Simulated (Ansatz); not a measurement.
The starting structures come from a database of crystals and need not be the phases stable at ambient conditions.

## Evanescent states of GaN (Fm-3m, rock salt, 2 atoms a cell, 9.7 Å³ an atom, -8 GPa at this level) along the normal of (001)

Computed with r2SCAN (plane waves, PAW; Ansatz, a program for electronic structure).

The gap is the functional's own. No spin-orbit coupling. Mid-gap values are those at the computed energy nearest the middle.

Energies count from the valence-band top; κ is the least over a 10×10 mesh across the current.

```json
[
 {"E (eV)": "0.03", "κ (1/Å)": "0.078", "where": "off Γ"},
 {"E (eV)": "0.09", "κ (1/Å)": "0.113", "where": "off Γ"},
 {"E (eV)": "0.15", "κ (1/Å)": "0.139", "where": "off Γ"},
 {"E (eV)": "0.21", "κ (1/Å)": "…", "where": "off Γ"},
 {"E (eV)": "0.27", "κ (1/Å)": "…", "where": "off Γ"},
 {"E (eV)": "0.33", "κ (1/Å)": "…", "where": "off Γ"},
 {"E (eV)": "0.39", "κ (1/Å)": "…", "where": "off Γ"},
 {"E (eV)": "0.45", "κ (1/Å)": "…", "where": "off Γ"},
 {"E (eV)": "0.51", "κ (1/Å)": "…", "where": "off Γ"},
 {"E (eV)": "0.57", "κ (1/Å)": "…", "where": "off Γ"},
 {"E (eV)": "0.63", "κ (1/Å)": "…", "where": "off Γ"},
 {"E (eV)": "0.69", "κ (1/Å)": "…", "where": "off Γ"},
 {"E (eV)": "0.75", "κ (1/Å)": "0.088", "where": "off Γ"},
 {"E (eV)": "0.81", "κ (1/Å)": "0.071", "where": "off Γ"},
 {"E (eV)": "0.87", "κ (1/Å)": "0.046", "where": "off Γ"}
]
```

Q: Some entries are withheld; supply them.

A: 
- 0.21, κ (1/Å): 0.157
- 0.27, κ (1/Å): 0.166
- 0.33, κ (1/Å): 0.159
- 0.39, κ (1/Å): 0.151
- 0.45, κ (1/Å): 0.143
- 0.51, κ (1/Å): 0.135
- 0.57, κ (1/Å): 0.125
- 0.63, κ (1/Å): 0.114
- 0.69, κ (1/Å): 0.102
